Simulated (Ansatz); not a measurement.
# BaAl₄ (I4/mmm, No. 139)

Level of theory: PBEsol in Ansatz (PAW).

Numerical settings: plane-wave cutoff 500 eV, 18×18×18 k mesh, Fermi–Dirac smearing 0.1 eV, scalar-relativistic PAW data made under PBE.

Cell (relaxed at this level):

Space group I4/mmm (No. 139); a = b = 4.515 Å, c = 11.245 Å, α = β = γ = 90.00°

```tsv
atom	site	symmetry	x	y	z
Ba	2a	4/mmm	0.0000	0.0000	0.0000
Al	4d	-4m2	0.0000	0.5000	0.2500
Al	4e	4mm	0.0000	0.0000	0.3817
```
(The calculation used a cell of 5 atoms; values per cell refer to that cell.)

| Quantity | Value |
|---|---|
| band gap | zero (no gap) |

Spin–orbit coupling is not included.

Static lattice: no zero-point or thermal effects.

The result took about 7 core-minutes (a rough figure).

Ansatz is a first-principles code.
